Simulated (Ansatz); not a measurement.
An Ansatz (an electronic-structure program) run: InSe with a change (In → B); PBE-D3(BJ)/PAW in Ansatz, no SOC, earlier PAW set.

Input:

Ansatz 0.2 input:
```yaml
crystal:
  lattice:
    - [3.2294971025, 0, 0]
    - [-1.6147485512, 2.7968265322, 0]
    - [0, 0, 14.0959742349]
  atoms:
    - { symbol: B, position: [0.3333333333, 0.6666666667, 0.6896255463] }
    - { symbol: B, position: [0.6666666667, 0.3333333333, 0.1896255463] }
    - { symbol: B, position: [0.6666666667, 0.3333333333, 0.3103744537] }
    - { symbol: B, position: [0.3333333333, 0.6666666667, 0.8103744537] }
    - { symbol: Se, position: [0.3333333333, 0.6666666667, 0.1228878783] }
    - { symbol: Se, position: [0.6666666667, 0.3333333333, 0.6228878783] }
    - { symbol: Se, position: [0.6666666667, 0.3333333333, 0.8771121217] }
    - { symbol: Se, position: [0.3333333333, 0.6666666667, 0.3771121217] }
basis: { ecutwfc: 420, ecutrho_ratio: 4, xc_grid: 2, fft_grid_basis: typed }
kpoints: { mp_grid: { grid: [12, 12, 3] } }
hamiltonian:
  xc: pbe
  dispersion: d3bj
  pseudopotentials: { azcp: { folder: ./paw }, kind: paw }
scf: { occupations: { method: fermi_dirac, width: 0.05 }, convergence: { dr2_threshold: 0.0000000008 } }
output: { forces: true, stress: true }
checkpoint: { write: state.ck, write_every: 1000 }
```

Output:

```
WARN ansatz: RAYON_NUM_THREADS=2 ignored (pool sized by the plan → 2); use --threads N
Pseudopotentials: kind: paw
Pseudopotential: B, paw, valence charge 3
Pseudopotential: Se, paw, valence charge 16
Functional definition: PBE
Crystal: 8 atoms, lattice volume = 127.320 Å³
Basis set: ecut = 420 eV, 2531 PW (Γ), exchange–correlation on 48×48×192 points (8 copies of the dense FFT grid, shifted against one another)
Bands: 46, of which v1, the nominal top of the filled ones, is band 38 counted from 1 (37 counted from 0)
Symmetry: 24 space group operations
Space group: P63/mmc (ITA 194), of the structure as read, at distance tolerance 5.0e-5 Å
k-points: 38 of 432
Initial density: superposition of atomic densities (chi_scale 0.1, normalization cell, long waves kept (reshape's long-wave potential 0.25 eV rms))
Initial wavefunctions: pseudopotential atomic-orbital guess
Eigensolver: davidson
Functional: x = pbe(κ = 0.804, μ = 0.2195149727645171), c = pbe(β = 0.06672455060314922)
SCF iter   1: F=—  HF=-22508.280190 eV  |F-HF|=—  |Δ(HF+E_count)|=         —  Δρ=8.32e-2  dr2=2.27e1  ethr=3.10e-3  ⟨swp⟩=6.3  Hψ=6637  notcnv=0  defer=3
all-band conjugate gradients solve this SCF's bands
preconditioner: auto → Resta (q_TF=auto, 2.503 Å⁻¹)
SCF iter   2: F=—  HF=-22503.644840 eV  |F-HF|=—  |Δ(HF+E_count)|=    4.64e0  Δρ=3.04e-2  dr2=1.24e0  ethr=3.10e-3  ⟨swp⟩=4.0  Hψ=3188  notcnv=0  defer=87
SCF iter   3: F=—  HF=-22503.346294 eV  |F-HF|=—  |Δ(HF+E_count)|=   2.99e-1  Δρ=1.37e-2  dr2=2.17e-1  ethr=1.63e-3  ⟨swp⟩=3.1  Hψ=2872  notcnv=0  defer=87
SCF iter   4: F=—  HF=-22503.309438 eV  |F-HF|=—  |Δ(HF+E_count)|=   3.69e-2  Δρ=2.72e-3  dr2=1.27e-2  ethr=2.86e-4  ⟨swp⟩=2.7  Hψ=3109  notcnv=0  defer=87
SCF iter   5: F=—  HF=-22503.307391 eV  |F-HF|=—  |Δ(HF+E_count)|=   2.05e-3  Δρ=1.24e-3  dr2=1.72e-3  ethr=1.67e-5  ⟨swp⟩=2.0  Hψ=3322  notcnv=0  defer=87
SCF iter   6: F=—  HF=-22503.309530 eV  |F-HF|=—  |Δ(HF+E_count)|=   2.14e-3  Δρ=2.19e-4  dr2=4.85e-5  ethr=2.26e-6  ⟨swp⟩=2.0  Hψ=2398  notcnv=0  defer=87
SCF iter   7: F=—  HF=-22503.309628 eV  |F-HF|=—  |Δ(HF+E_count)|=   9.83e-5  Δρ=5.03e-5  dr2=4.38e-6  ethr=6.38e-8  ⟨swp⟩=2.0  Hψ=2345  notcnv=0  defer=87
SCF iter   8: F=—  HF=-22503.309639 eV  |F-HF|=—  |Δ(HF+E_count)|=   1.12e-5  Δρ=1.74e-5  dr2=3.81e-7  ethr=5.77e-9  ⟨swp⟩=2.0  Hψ=2406  notcnv=0  defer=87
SCF iter   9: F=—  HF=-22503.309640 eV  |F-HF|=—  |Δ(HF+E_count)|=   1.02e-6  Δρ=3.26e-6  dr2=1.47e-8  ethr=5.02e-10  ⟨swp⟩=2.0  Hψ=2323  notcnv=0  defer=87
SCF iter  10: F=—  HF=-22503.309640 eV  |F-HF|=—  |Δ(HF+E_count)|=   4.37e-8  Δρ=8.97e-7  dr2=8.76e-10  ethr=1.93e-11  ⟨swp⟩=2.1  Hψ=2468  notcnv=0  defer=87
SCF iter  11: F=-22503.309640 eV  HF=-22503.309640 eV  |F-HF|=5.82e-11  |Δ(HF+E_count)|=   1.36e-9  Δρ=2.99e-7  dr2=7.53e-11  ethr=1.05e-12  ⟨swp⟩=4.1  Hψ=6080  notcnv=0
SCF 1 converged in 11 iterations: F = -22503.309640 eV  dr2 = 7.53e-11
SCF converged after 11 iterations
Free energy (F): -22503.309640 eV
Harris-Foulkes:  -22503.309640 eV  (|F-HF|=5.82e-11)
Internal energy: -22503.309640 eV  (E = F + TS)
E sigma→0 (E₀):  -22503.309640 eV
Fermi energy:    9.294789 eV
--- Per-component energies (eV) ---
  E_band       = -1520.772405
  E_kinetic    = 635.297221
  E_local      = -10947.126638  (includes V_loc(G=0)·N_el)
  E_nonlocal   = -1383.163643
  E_hartree    = 5725.631636
  E_xc         = -471.125244
  E_vxc        = -515.336389  (∫ρ·V_xc dr)
  E_paw        = -8832.208413  (= ΣΔE_a)
  E_vpaw       = -761.704349  (= ΣTr[D̂ρ^β])
  E_aug_tail   = -0.001607  (compensation charges beyond the density's cutoff)
  E_ewald      = -7228.403978
  E_disp       = -2.208974  (pairwise vdW)
  E_smearing   = -0.000000  (= −TS)
  E_closure    = -0.000000  (closes the sum)
  Σ components = -22503.309640   (vs F -22503.309640, Δ=0.00e0)
  [band-id]    e_kinetic+e_local+e_nonlocal+2·e_hartree+e_vxc+e_vpaw+e_augmentation_tail = -1520.772134   (vs E_band -1520.772405, Δ=2.71e-4)
--- Forces (eV/Å), atoms counted from 1 ---
  atom   1  B      0.00000000     0.00000000     0.00019071
  atom   2  B     -0.00000000    -0.00000000     0.00019071
  atom   3  B      0.00000000    -0.00000000    -0.00019071
  atom   4  B      0.00000000     0.00000000    -0.00019071
  atom   5  Se     0.00000000    -0.00000000     0.00007983
  atom   6  Se    -0.00000000     0.00000000     0.00007983
  atom   7  Se    -0.00000000     0.00000000    -0.00007983
  atom   8  Se     0.00000000    -0.00000000    -0.00007983
  max |Σ_I F_I| component: 8.27e-17 eV/Å
--- Stress (GPa, compression-positive) ---
       -0.003428      -0.000000       0.000000
       -0.000000      -0.003428       0.000000
        0.000000       0.000000       0.003443
  P = ⅓ Tr σ = -0.0011 GPa (-0.011 kbar)
  The stress holds the Pulay correction. Without it, at fixed plane waves, as pw.x and ABINIT print it: P = -0.0684 GPa
  The stress includes an estimate of the error left by incomplete SCF convergence (largest component -0.0001 GPa).
--- Band table ---
  band table: none
```

Stability against distortions was not tested. The cell was made from InSe by this change: In → B; the result is a hypothetical phase, not in the database extracts checked.
